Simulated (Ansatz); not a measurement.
Reference: SnO₂ (P4_2/mnm), PBEsol, rigid bands (plane waves, PAW, scalar-relativistic; Ansatz, an electronic-structure program); axes and stresses refer to this cell.

```yaml
crystal:
  lattice:
    - [4.76895, 0.00000, 0.00000]
    - [0.00000, 4.76942, 0.00000]
    - [0.00000, 0.00000, 3.21200]
  atoms:
    - { symbol: Sn, position: [0.50000, 0.50000, 0.50000] }
    - { symbol: Sn, position: [0.00000, 0.00000, 0.00000] }
    - { symbol: O, position: [0.30621, 0.30635, 0.00000] }
    - { symbol: O, position: [0.69379, 0.69365, 0.00000] }
    - { symbol: O, position: [0.80621, 0.19365, 0.50000] }
    - { symbol: O, position: [0.19379, 0.80635, 0.50000] }
```

- hole conductivity mass = 1.55 mₑ
- band gap = 0.92 eV
- Seebeck coefficient, p-type 1e19 cm⁻³ = 346 μV/K

Change: functional r2SCAN on the same cell. What happens to hole conductivity mass, band gap, Seebeck coefficient, p-type 1e19 cm⁻³?

hole conductivity mass increases to 1.60 mₑ; band gap goes up to 1.68 eV; Seebeck coefficient, p-type 1e19 cm⁻³ moves little, to 350 μV/K.

Masses are for dilute carriers at 300 K, harmonic means over directions unless an axis is named. Seebeck coefficients are for the stated density at 300 K, with one relaxation time for all states and whether or not that doping can be reached. Spin-orbit coupling is left out unless a row names it.
